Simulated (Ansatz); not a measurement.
Results of PBEsol-D3(BJ) in Ansatz (plane waves, PAW) for AlB2-type HfB2.

Run with plane-wave cutoff 520 eV, 24×24×16 k mesh (along the axes of the cell as run), Fermi–Dirac smearing 0.05 eV, scalar-relativistic PAW data made under PBE.

Shape and atoms are relaxed at each volume.

Pressure at four volumes; x = ln(V/9.513 Å³). One pressure is withheld.

| V (Å³/atom) | x | P (GPa) |
|---|---|---|
| 9.132 | -0.0409 | ? |
| 9.322 | -0.0203 | 5.72 |
| 9.513 | 0.0000 | 0.00 |
| 9.893 | 0.0392 | -9.89 |

Problem. Pass a parabola P(x) through the three rows shown, estimate the bulk modulus and its pressure derivative near zero pressure, and predict the withheld pressure.

Solution. Slopes between the rows: (0.00 − (5.72))/(0.0000 − (-0.0203)) = -281.77 and (-9.89 − (0.00))/(0.0392 − (0.0000)) = -252.30 GPa. Their difference over the span 0.0595 is c = 29.47/0.0595 = 495.3 GPa, so P(x) = 5.72 + (-281.77)(x − (-0.0203)) + 495.3 (x − (-0.0203))(x − (0.0000)). At the middle row B = −dP/dx = −[-281.77 + 495.3 × 0.0203] = 271.7 GPa, and B′ = dB/dP = 2c/B = 3.6. At x = -0.0409 the parabola gives 11.94 GPa; the run gives 12.03 GPa. The Birch–Murnaghan fit to the energies at all volumes has B0 = 272 GPa and B′ = 3.9.

Measured, for comparison: bulk modulus 282 GPa (room temperature, not corrected to a static lattice, hydrostatic curve from radial diffraction; as tabulated in Experimental and computational studies of compression and deformation behavior …). Computed (rounded) less measured: bulk modulus -4 %.

Note: the bulk modulus comes from volumes at which shape and atoms were relaxed.

Spin–orbit coupling is not included.

Ansatz is a first-principles code.
